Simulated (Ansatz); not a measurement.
Be₃N₂ (Ia-3, No. 206) was calculated with LDA (Ansatz, a program for electronic structure, PAW).

Settings: plane-wave cutoff 500 eV, 8×8×8 k mesh, Fermi–Dirac smearing 0.05 eV, scalar-relativistic PAW data made under PBE.

Cell (relaxed at this level):

```
CELL_PARAMETERS angstrom
     -4.01649     4.01649     4.01649
      4.01649    -4.01649     4.01649
      4.01649     4.01649    -4.01649
ATOMIC_POSITIONS crystal
  Be 0.52587 0.76617 0.53162
  Be 0.73455 0.99425 0.96838
  Be 0.97413 0.50575 0.24030
  Be 0.76545 0.73383 0.25970
  Be 0.53162 0.52587 0.76617
  Be 0.25970 0.76545 0.73383
  Be 0.96838 0.73455 0.99425
  Be 0.24030 0.97413 0.50575
  Be 0.76617 0.53162 0.52587
  Be 0.73383 0.25970 0.76545
  Be 0.99425 0.96838 0.73455
  Be 0.50575 0.24030 0.97413
  Be 0.47413 0.23383 0.46838
  Be 0.26545 0.00575 0.03162
  Be 0.02587 0.49425 0.75970
  Be 0.23455 0.26617 0.74030
  Be 0.46838 0.47413 0.23383
  Be 0.74030 0.23455 0.26617
  Be 0.03162 0.26545 0.00575
  Be 0.75970 0.02587 0.49425
  Be 0.23383 0.46838 0.47413
  Be 0.26617 0.74030 0.23455
  Be 0.00575 0.03162 0.26545
  Be 0.49425 0.75970 0.02587
  N  0.25000 0.22879 0.97879
  N  0.75000 0.27121 0.52121
  N  0.97879 0.25000 0.22879
  N  0.52121 0.75000 0.27121
  N  0.22879 0.97879 0.25000
  N  0.27121 0.52121 0.75000
  N  0.75000 0.77121 0.02121
  N  0.25000 0.72879 0.47879
  N  0.02121 0.75000 0.77121
  N  0.47879 0.25000 0.72879
  N  0.77121 0.02121 0.75000
  N  0.72879 0.47879 0.25000
  N  0.50000 0.50000 0.50000
  N  0.50000 0.00000 0.00000
  N  0.00000 0.50000 0.00000
  N  0.00000 0.00000 0.50000
```

Question: What does this level give for the band gap?

Answer: 
* **band gap**: 3.32 eV (on the SCF k mesh)

The computed numbers hold no vibrational or temperature effects.

Cost on a shared machine: around 9 core-minutes (rough).
